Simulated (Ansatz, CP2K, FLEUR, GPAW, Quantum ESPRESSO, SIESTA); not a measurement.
## Code comparison for HgPPt₅ (P4/mmm, 7 atoms in the cell)

Self-consistent single point.

```
CELL_PARAMETERS angstrom
      3.93904     0.00000     0.00000
      0.00000     3.93904     0.00000
      0.00000     0.00000     7.20984
ATOMIC_POSITIONS crystal
  Hg 0.50000 0.50000 0.00000
  P  0.00000 0.00000 0.50000
  Pt 0.00000 0.50000 0.30307
  Pt 0.00000 0.50000 0.69693
  Pt 0.50000 0.00000 0.30307
  Pt 0.50000 0.00000 0.69693
  Pt 0.00000 0.00000 0.00000
```

Shared settings, as Ansatz (a quantum-chemistry and plane-wave program) writes them: kpoints.mp_grid.grid = 6 6 3; scf.occupations.method = fermi_dirac; scf.occupations.width = 0.01 Ry. Potentials and cutoffs stand in the table.

```csv
code,model,pressure (GPa),largest force (eV/Å),cutoff
CP2K,"LDA (Pade form), GPW, DZVP-MOLOPT-SR-GTH basis, GTH-PADE potentials (GTH_POTENTIALS)",-29.32,0.465,grid 500 Ry
GPAW,"LDA (Perdew-Wang 92), GPAW PAW datasets LDA (gpaw-data 1.0.1)",-8.80,0.065,550 eV
SIESTA,"LDA PW92, numerical atomic orbitals TZP, PseudoDojo LDA standard norm-conserving potentials (rewritten from UPF to PSML)",-11.15,0.327,grid 400 Ry
FLEUR,"LDA (Perdew-Zunger), all-electron FLAPW (FLEUR), scalar-relativistic valence",–,0.079,Kmax 4.3 1/bohr
Quantum ESPRESSO,"LDA (PZ), GBRV 1.5 ultrasoft (LDA) pseudopotentials",-9.69,0.041,40 Ry
Ansatz,"LDA (PW92), PAW files made with PBE",-9.03,0.053,default
```

A dash marks a value that a program does not give, or that is left out as unsure.

On Ansatz's run: spin-orbit coupling is off. Spin polarisation is off; with an odd number of electrons in the cell that forces a metal, and a magnetic state may lie lower.

The spread over the programs that give each value: pressure within 20.52 GPa; largest force within 0.424 eV/Å.

CP2K and SIESTA use small atom-centred bases, whose incompleteness enters pressures, forces and empty levels differently from a plane-wave cutoff. FLEUR treats all electrons, but the usual bases taken here (sphere radii, linearisation, local orbitals, empty states) were not tested for convergence, so the values are no reference for the others. Ansatz's pressure is given at a fixed set of plane waves, as the other plane-wave codes print theirs; with its correction for the finite basis it is -8.98 GPa. The same LDA comes in different parametrisations, which differ slightly. In the pressure, CP2K (by 20.28) and SIESTA (by 2.12) lie more than 1 GPa from the median of the plane-wave programs. In the force vectors, CP2K (by 0.413) and SIESTA (by 0.275) lie more than 0.08 eV/Å from the median of the plane-wave programs.

The starting cell comes from a database of computed structures (which also holds hypothetical and non-ambient phases and stackings), without a prior relaxation at this level.

Keys are those of Ansatz 0.2.
